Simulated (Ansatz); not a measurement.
Effect of biaxial strain +0.83 %, plane normal [111], relaxed out of plane on Rh

The reference is Rh in the fcc (Cu type) structure (space group Fm-3m, No. 225; a = 3.802 Å; relaxed with 0.1 eV smearing). Axes: x, y, z lie along the cube axes.

Perturbation: biaxial strain +0.83 %, plane normal [111], relaxed out of plane (Cartesian); in-plane vectors clamped, the third vector and the atoms free.

Computed with r2SCAN in Ansatz (plane waves to 500 eV, PAW, no spin-orbit coupling). k-mesh 30×30×30 (Γ-centred); smearing 0.1 eV (Fermi–Dirac).

The volume per atom increases by 0.17 Å³ (13.73 Å³ → 13.90 Å³) and the space group changes from Fm-3m (No. 225) to R-3m (No. 166). The shortest interatomic distance hardly moves (2.688 Å against 2.687 Å) and the energy goes up by 3.5 meV/atom. The pressure (mean of the normal stresses, compression positive) goes from zero to -3.2 GPa and the band gap remains zero. The out-of-plane strain amounts to -0.46 % and the ratio −ε⊥/ε∥ is 0.55. The mean in-plane stress (compression positive) amounts to -4.8 GPa.

Cost of the whole job for the changed cell (relaxation, final SCF and bands): about 2.1 core-minutes (a rough figure).

Stability against distortions was not tested. The final runs are not spin-polarised.

Ansatz is a program for electronic structure.
